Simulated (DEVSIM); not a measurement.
Structure: abrupt Si n-p junction, at 300 K.

```tsv
layer (left to right)	material	thickness (μm)	Nd (cm⁻³)	Na (cm⁻³)	τn (s)	τp (s)
1	Si	30.0	1.3e15	-	2.7e-6	2.7e-6
2	Si	0.480	-	1.5e14	2.7e-6	2.7e-6
```

Left contact: ohmic. Right contact: ohmic. Voltage is applied to the left contact. Recombination: SRH at mid-gap. Gap narrowing is on: ΔEg = 6.92 meV × (l + √(l² + 0.5)), l = ln(N/1.3e17 cm⁻³), shared equally by both band edges. Mobility is μmin + (μ − μmin)/(1 + (N/Nref)^α).

Constants are typed, rounded textbook-type inputs, not results; the design itself was drawn at random and stands for no fabricated device. Values at 300 K.

| parameter | Si |
|---|---|
| gap (eV) | 1.124 |
| affinity (eV) | 4.05 |
| permittivity | 11.7 |
| Nc (cm⁻³) | 2.86e19 |
| Nv (cm⁻³) | 3.1e19 |
| μn (cm²/Vs) | 1417 |
| μp (cm²/Vs) | 470 |
| μn,min | 52 |
| μp,min | 45 |
| Nref,n | 9.7e16 |
| Nref,p | 2.2e17 |
| αn | 0.68 |
| αp | 0.72 |

Simulated with DEVSIM: 1D drift-diffusion, Boltzmann statistics, complete ionisation; no tunnelling, impact ionisation, image-force lowering or self-heating.

### Question
Tabulate band edges, carrier densities and field at 10.0 V on the left contact.

### Answer
Energies count from the Fermi level of the right contact; mesh points crowd at the junctions.

```
x (μm)   Ec (eV)  Ev (eV)  n (cm⁻³)  p (cm⁻³)  field (V/cm)
-------  -------  -------  --------  --------  ------------
0.000     -9.742  -10.865    1.3e15     91000           ≈ 0
0.02811   -9.742  -10.865    1.3e15     91000           ≈ 0
0.08908   -9.742  -10.865    1.3e15     90000           ≈ 0
0.2315    -9.742  -10.865    1.3e15     90000           ≈ 0
0.6839    -9.742  -10.865    1.3e15     89000           ≈ 0
1.512     -9.742  -10.865    1.3e15     86000           ≈ 0
3.446     -9.742  -10.865    1.3e15     80000           ≈ 0
9.588     -9.742  -10.865    1.3e15     60000           ≈ 0
19.61     -9.742  -10.865    1.3e15     26000           ≈ 0
25.23     -9.742  -10.865    1.3e15      7000           ≈ 0
27.81     -9.347  -10.471     3.1e8      5000         12000
29.26     -5.483   -6.606   1100000     16000         41000
29.67     -3.605   -4.729    910000     17000         50000
29.86     -2.624   -3.748    840000     18000         53000
29.97     -2.044   -3.168    810000     18000         56000
30.00     -1.874   -2.998    800000     18000         56000
30.02     -1.733   -2.857    770000     18000         56000
30.07     -1.451   -2.575    770000     18000         56000
30.23     -0.560   -1.683    780000     20000         56000
30.37      0.194   -0.930    780000     28000         55000
30.44      0.576   -0.548    780000    2.0e10         55000
30.48      0.807   -0.316    780000    1.5e14         55000
```
